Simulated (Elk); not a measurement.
**A self-consistent single point of Co (P6_3/mmc, 2 atoms in the cell) with Elk**

Method of the run: PBE, all-electron FP-LAPW, Elk's shipped species files, APW+lo basis with extra local orbitals in Elk.

Input as run:

```
tasks
  0

xctype
  20

spinpol
  .true.

reducebf
  0.5

tforce
  .true.

rgkmax
  7.5

gmaxvr
  18.0

lmaxapw
  10

lmaxo
  8

nxlo
  2

lorbcnd
  .true.

lradstp
  2

nrmtscf
  2.0

rmtscf
  0.9

lmaxi
  4

nempty
  8

stype
  0

swidth
  0.00183747

scale
  1.889726125

avec
    2.4504939678    0.0000000075    0.0000000000
   -1.2252469904    2.1221900242    0.0000000000
    0.0000000000    0.0000000000    3.9861560000

atoms
  1   : nspecies
  'Co.in'   : spfname
  2   : natoms; atposl, bfcmt below
  0.3333333333  0.6666666667  0.2500000000    0.0 0.0 -0.75
  0.6666666667  0.3333333333  0.7500000000    0.0 0.0 -0.75

ngridk
  12 12 7
```

The program printed (abridged):

```
│ Elk code version 10.2.4 │

All units are atomic (Hartree, Bohr, etc.)

│ Ground-state run starting from atomic densities │

Lattice vectors :
   4.630762470      0.1417294594E-07   0.000000000
  -2.315381247       4.010357931       0.000000000
   0.000000000       0.000000000       7.532743132

Unit cell volume      :    139.8906859
Brillouin zone volume :    1.773171758

Muffin-tin inner radius fraction :   0.1000000000E-01

Nuclei treated as point charges

Species :    1 (Co)
 parameters loaded from : Co.in
 name : cobalt
 nuclear charge    :   -27.00000000
 electronic charge :    27.00000000
 atomic mass :    107428.6517
 muffin-tin radius :    2.160000000
 number of radial points in muffin-tin :    999
 atomic positions (lattice), magnetic fields (Cartesian) :
   1 :   0.33333333  0.16666667  0.25000000    0.00000000  0.00000000 -0.75000000
   2 :  -0.33333333 -0.16666667 -0.25000000    0.00000000  0.00000000 -0.75000000

Total number of atoms per unit cell :    2

Spin treatment :
 spin-polarised
 global magnetic field (Cartesian) :    0.000000000       0.000000000       0.000000000
 collinear magnetisation in z-direction

Number of Bravais lattice symmetries :   24
Number of crystal symmetries         :   24
Crystal has inversion symmetry
Real symmetric eigensolver will be used

k-point grid :     12    12     7
k-point offset :    0.000000000       0.000000000       0.000000000
k-point set is reduced with full crystal symmetry group
Total number of k-points :       76

Muffin-tin radius times maximum |G+k| :    7.500000000
 using average radius
Maximum |G+k| for APW functions       :    3.472222222
Maximum (1/2)|G+k|²                   :    6.028163580
Maximum |G| for potential and density :    18.00000000
 potential will be trimmed for |G| > 2 gkmax
Constant for pseudocharge density :   10
Radial integration step length :    2

G-vector grid sizes :     27    27    45
Number of G-vectors :    13861

Maximum angular momentum used for
 APW functions                      :   10
 outer part of muffin-tin           :    8
 inner part of muffin-tin           :    4

Total nuclear charge    :   -54.00000000
Total core charge       :    24.00000000
Total valence charge    :    30.00000000
Total excess charge     :    0.000000000
Total electronic charge :    54.00000000

Effective Wigner radius, rₛ :   0.8519919215

Number of empty states         :   16
Total number of valence states :   62
Total number of core states    :   24

Conduction state local-orbitals added automatically
Total number of local-orbitals :  228

Exchange-correlation functional :     20     0     0
 Perdew-Burke-Ernzerhof, Phys. Rev. Lett. 77, 3865 (1996)
 gradient requirement :    1
 generalised gradient approximation (GGA)

Smearing type :    0
 Gaussian
Smearing width :   0.1837470000E-02
Effective electronic temperature (K) :    580.2271348

Mixing type :    3
 Broyden mixing, J. Phys. A: Math. Gen. 17, L317 (1984)

Kohn-Sham potential initialised from atomic data
│ Self-consistent loop started │
│ Loop number : 1 │
 total energy                :     -2786.72695607
 total moment                :    3.677686529
│ Loop number : 2 │
 total energy                :     -2787.08757843
 total moment                :    3.670404887
RMS change in Kohn-Sham potential (target) :    5.236745870     (  0.1000000000E-05)
Absolute change in total energy (target)   :   0.3606223575     (  0.1000000000E-03)
│ Loop number : 3 │
 total energy                :     -2778.62550984
 total moment                :    2.312572998
RMS change in Kohn-Sham potential (target) :    2.849221497     (  0.1000000000E-05)
Absolute change in total energy (target)   :    8.371912997     (  0.1000000000E-03)
│ Loop number : 4 │
 total energy                :     -2790.48731229
 total moment                :  -0.1225852671
RMS change in Kohn-Sham potential (target) :   0.9324064317     (  0.1000000000E-05)
Absolute change in total energy (target)   :    9.768824200     (  0.1000000000E-03)
│ Loop number : 5 │
 total energy                :     -2784.39004562
   [... lines left out ...]
 total moment                :   -3.137762830
RMS change in Kohn-Sham potential (target) :   0.5399907185E-05 (  0.1000000000E-05)
Absolute change in total energy (target)   :   0.1590774833E-02 (  0.1000000000E-03)
│ Loop number : 20 │
 total energy                :     -2786.98094199
 total moment                :   -3.137464869
RMS change in Kohn-Sham potential (target) :   0.3968934842E-05 (  0.1000000000E-05)
Absolute change in total energy (target)   :   0.3751242448E-03 (  0.1000000000E-03)
│ Loop number : 21 │
 total energy                :     -2786.98105860
 total moment                :   -3.137367235
RMS change in Kohn-Sham potential (target) :   0.1621649067E-05 (  0.1000000000E-05)
Absolute change in total energy (target)   :   0.2283252707E-04 (  0.1000000000E-03)
│ Loop number : 22 │
 total energy                :     -2786.98114276
 total moment                :   -3.137430921
RMS change in Kohn-Sham potential (target) :   0.2657529508E-06 (  0.1000000000E-05)
Absolute change in total energy (target)   :   0.8986763805E-04 (  0.1000000000E-03)
Convergence targets achieved

│ Loop number : 23 │

Energies :
 Fermi                       :     0.377932061299
 sum of eigenvalues          :     -1603.09547075
 electron kinetic            :      2828.31550986
 core electron kinetic       :      2558.22660343
 Coulomb                     :     -5495.82166603
 Coulomb potential           :     -4276.28841111
 nuclear-nuclear             :     -401.713275080
 electron-nuclear            :     -5911.92837078
 Hartree                     :      817.819979835
 Madelung                    :     -3357.67746047
 xc potential                :     -155.007140154
 xc effective B-field        :    -0.115429212406
 external B-field            :      0.00000000000
 exchange                    :     -116.924380377
 correlation                 :     -2.55062236072
 total energy                :     -2786.98115890
 (external B-field energy excluded from total)

Density of states at Fermi energy :    53.46459199
 (states/Hartree/unit cell)

Estimated indirect band gap :   0.1044042886E-02
 from k-point     14 to k-point      4
Estimated direct band gap   :   0.1604581202E-02
 at k-point      4

Charges :
 core                        :    24.00000000
 valence                     :    30.00000000
 interstitial                :    2.498247292
 muffin-tins (core leakage)
  species :    1 (Co)
   atom    1                 :    25.75087635     (  0.1617592901E-02)
   atom    2                 :    25.75087635     (  0.1617592901E-02)
 total in muffin-tins        :    51.50175271
 total calculated charge     :    53.99626628
 total charge                :    54.00000000
 error                       :   0.3733721041E-02

Moments :
 interstitial                :   0.1087139860
 muffin-tins
  species :    1 (Co)
   atom    1                 :   -1.623085404
   atom    2                 :   -1.623085404
 total in muffin-tins        :   -3.246170808
 total moment                :   -3.137456822

│ Self-consistent loop stopped │

Forces :
 species :    1 (Co)
  atom :    1
   Hellmann-Feynman          :    -0.00000000    0.00000000    0.00000000
   IBS                       :     0.00000000   -0.00000000   -0.00000000
   total force               :    -0.00000000    0.00000000    0.00000000
   total magnitude           :     0.00000000
  atom :    2
   Hellmann-Feynman          :     0.00000000    0.00000000    0.00000000
   IBS                       :    -0.00000000   -0.00000000   -0.00000000
   total force               :     0.00000000   -0.00000000    0.00000000
   total magnitude           :     0.00000000
```

The run converged in 23 iterations. The count includes the last loop, which Elk runs after its targets are met.

The starting cell comes from a database of computed structures (which also holds hypothetical and non-ambient phases and stackings), without a prior relaxation at this level. Its lattice was rescaled by a random factor within 2.5 % of one. The magnetic order is the one reached from the typed start; others were not searched systematically. Values depend on the basis (sphere radii, cutoffs, local orbitals), which need not be converged. The log's line on a gap gives a spacing of levels on this mesh, which the program prints for metals too.

Cost on one core of a shared machine: roughly 6 min.
